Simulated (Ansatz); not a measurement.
**Hypothetical Fm-3m WGe2 under a change: Ge on a W site (antisite), symmetric start**

Take a 12-atom supercell of WGe2 (space group Fm-3m, No. 225; a = 6.0489 Å; a hypothetical phase, not in the database extracts checked) at its relaxed geometry as the base.

Modification: a neutral Ge on a W site (antisite), symmetric start, atoms relaxed at fixed cell.

All numbers come from Kohn–Sham DFT with the PBEsol functional, run in Ansatz (a program for electronic structure) with PAW and 420 eV plane waves, no spin-orbit coupling, earlier PAW set. Settings: 6×6×6 k-points, 0.05 eV Fermi–Dirac smearing.

```json
{
  "pressure": "2.7 GPa (base 0.2 GPa)",
  "largest_displacement_of_a_host_atom_from_its_site_in_the_perfect_cell": "0.09 Å",
  "mean_distance_from_the_defect_site_to_its_nearest_host_atoms": "2.71 Å (base 2.62 Å)"
}
```

Final structure:

```
CELL_PARAMETERS angstrom
     -6.04895     0.00000     0.00000
      0.00000     0.00000     6.04895
      0.00000     6.04895     0.00000
ATOMIC_POSITIONS crystal
  Ge 0.00000 0.00000 0.00000
  W  0.50000 0.00000 0.50000
  W  0.50000 0.50000 0.00000
  W  0.00000 0.50000 0.50000
  Ge 0.74136 0.25864 0.25864
  Ge 0.25864 0.25864 0.74136
  Ge 0.25864 0.74136 0.25864
  Ge 0.74136 0.74136 0.74136
  Ge 0.25864 0.74136 0.74136
  Ge 0.74136 0.74136 0.25864
  Ge 0.74136 0.25864 0.74136
  Ge 0.25864 0.25864 0.25864
```

Cost of the whole job for the changed cell (relaxation, final SCF and bands): roughly 90 core-seconds.

In so small a cell the defect repeats every few ångströms: this is an ordered compound, not a dilute defect. The defect started on the symmetric site and kept its symmetry, so it may sit on a saddle. The final runs are not spin-polarised. WGe3 and WGe2 have a high density of states at the Fermi level and may be magnetic at this level. The defect cell is not spin-polarised.
